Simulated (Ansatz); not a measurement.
Take TiB₂ (space group P6/mmm, No. 191; a = 3.032 Å, c = 3.224 Å; relaxed with 0.1 eV smearing) as the base. Axes: x lies along a and z along c of the hexagonal cell.

Level of theory: Ansatz (a first-principles code) PBE, spin-orbit coupling left out.

Base values:

```
Property          Result
---------------  -------
Pressure         0.0 GPa
Volume per atom  8.56 Å³
```

It is then changed as follows: tensile biaxial strain of 1.50 % in the plane normal to [001], as in epitaxy on a mismatched substrate; the out-of-plane cell vector and the atoms relax.

### Question
Predict the new pressure.

### Answer
The pressure (mean of the normal stresses, compression positive) goes from zero to -6.3 GPa.

### Question
What does the calculation give for the volume per atom after the change?

### Answer
The volume per atom rises by 0.20 Å³ to 8.76 Å³.

No phonon test of stability was made. All final runs are without spin polarisation.
